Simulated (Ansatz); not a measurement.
## InAs with two functionals, In → Ga

Start from InAs in the zinc blende structure (space group F-43m, No. 216; a = 6.1866 Å).

(Cell as relaxed with PBE.)

Levels (all Ansatz, a program for electronic structure, PAW, earlier PAW set): PBE (420 eV, spin-orbit coupling left out); r2SCAN (500 eV, no spin-orbit coupling).

Each level relaxes its own structure.

```tsv
base	PBE	r2SCAN
volume per atom	29.60 Å³	28.49 Å³
lattice parameter a	6.187 Å	6.108 Å
band gap	zero	0.08 eV
```

It is then changed as follows: every In is replaced by Ga; the structure is relaxed again.

| quantity | PBE | r2SCAN |
|---|---|---|
| band gap | 0.16 eV | (withheld) |
| lattice parameter a | 5.746 Å | (withheld) |

### Question
Given the PBE results, estimate those of r2SCAN.

### Answer

- band gap, r2SCAN: 0.97 eV
- lattice parameter a, r2SCAN: 5.666 Å

PBE's band gap lies 0.81 eV below r2SCAN's; PBE's lattice parameter a lies 0.0805 Å above r2SCAN's (1.4 %). Neither level is exact; r2SCAN is the comparison here, not a measurement.

Stability against distortions was not tested. All final runs are without spin polarisation. The zero or small gap of GaAs and InAs can change with the level of theory.
